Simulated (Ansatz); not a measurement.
Bond-angle distributions (per cent of the angles at each element, bins of 10°) of a relaxed model of amorphous Hf18O35F2 at 8.88 g/cm³. Level of theory: PBE, scalar-relativistic without spin-orbit coupling (plane waves to 420 eV, PAW; Ansatz, a quantum-chemistry and plane-wave program).

The cell was made by melting and quenching with the CHGNet potential and then relaxed with DFT. O and F atoms were pushed apart under 1.9 Å during the dynamics, to hinder bonds among them. The hot cell started wider than the set density and was brought back towards it in steps. It is the lowest in DFT energy of 2 quenches. It is a model cell: composition and starting density were chosen by hand, and all elements were melted together. No dispersion term was used. Its density started from a set value of 8.88 and ended at 8.88 g/cm³. The quench (nominally 300 K/ps over its main leg) was far faster than any real one, so the model tends to hold more defects than a real film. One small periodic cell is one sample of the glass; other quenches scatter about these values. The volume was held where the preparation left it, at a PBE pressure of 2.1 GPa. Stress components on the final sampling reach 3.4 GPa. On a 2×2×2 Γ-centred mesh force components of up to 0.13 eV/Å stay, since the relaxation ran on the zone centre alone. Cycles of charging lowered its energy after that relaxation.

Neighbours within Hf-Hf 3.34 Å, Hf-O 2.70 Å, Hf-F 2.55 Å, O-O 1.58 Å, O-F 1.48 Å, F-F 1.37 Å count as bonded. Two cations that share two anions don't count as bonded, nor two that share one unless they lie closer than Hf-Hf 3.25 Å.

```
angle (°)  at Hf  at O
---------  -----  ----
50-60          0     0
60-70          7     0
70-80         22     1
80-90         16     4
90-100        13    18
100-110        7    28
110-120        5    13
120-130        6    13
130-140        8     9
140-150        9    10
150-160        5     4
160-170        2     0
170-180        1     0
```

They go with these counts of neighbours within the cut-offs, cation contacts included: Hf mean 6.3, most often 6; O mean 3.1, most often 3.
